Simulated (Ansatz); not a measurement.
The parent structure is Cs2AgBiBr6 (space group Fm-3m, No. 225; a = 11.344 Å).

Calculations: Ansatz (an electronic-structure program) r2SCAN, no spin-orbit coupling, earlier PAW set.

Base values:

| Quantity | Value |
|---|---|
| Band gap | 1.67 eV |
| Smallest direct gap | 2.70 eV |
| Lattice parameter a | 11.344 Å |
| Electron mass | 0.36 mₑ along k, 0.27 mₑ across (at L) |

Modification: every Bi is replaced by Sb, then cell and atoms are relaxed.

Tabulated Pauling electronegativity and covalent radius: Bi 2.02, 1.48 Å; Sb 2.05, 1.39 Å.

Question: How does this affect the band gap, smallest direct gap, lattice parameter a and electron mass?

Answer: The band gap decreases by 0.55 eV, from 1.67 eV to 1.12 eV; the smallest direct gap decreases by 0.49 eV (2.70 eV → 2.21 eV); the lattice parameter a decreases by 0.103 Å to 11.241 Å; the electron mass changes from 0.36 mₑ along k, 0.27 mₑ across (at L) to 0.30 mₑ along k, 0.27 mₑ across (at L).

Spin-orbit coupling, missing from the scalar runs, can matter with Bi and Sb. Effective masses come from finite differences of ±0.01 Å⁻¹. Along k means along the line from Γ to the band edge. Whether these cells are dynamically stable was not tested. For Cs2AgSbBr6 in this form, whether it has been made was not checked.
